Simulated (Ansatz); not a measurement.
1T (CdI2-type) MgI2 was calculated with PBE0-D4 (Ansatz, a program for electronic structure, plane waves, PAW).

Q: Predict the interlayer binding energy, layer repeat distance and gap between the layers.

A: 
- interlayer binding energy = 13.7 meV/Å²
- layer repeat distance = 6.802 Å
- gap between the layers = 3.481 Å

Spin–orbit coupling is not included.
